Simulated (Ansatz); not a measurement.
The starting structures come from a database of crystals and need not be the phases stable at ambient conditions.

Where the default PAW files enter, the runs use the earlier of Ansatz's two default sets.

By PBEsol, the system below comes out a metal.

Without scattering a metal conducts by its projected Fermi surface.

Given:

```
AlRu
1.0
    2.98250     0.00000     0.00000
    0.00000     2.98250     0.00000
    0.00000     0.00000     2.98250
Al Ru
1 1
Cartesian
  0.00000   0.00000   0.00000
  1.49125   1.49125   1.49125
```

Space group of this cell: Pm-3m, CsCl type. The cell is taken as given; by PBEsol its mean pressure is -1.4 GPa.

The current flows along the normal of the first two printed cell vectors, the (001) plane of the conventional cell. No spin-orbit coupling; the value is a mean over 0.1 eV about the Fermi level.

**Question.** State the ballistic conductance per area according to PBEsol (Ansatz, an electronic-structure program).

**Answer.** 1.3 × 10¹⁵ S/m² for both spins.
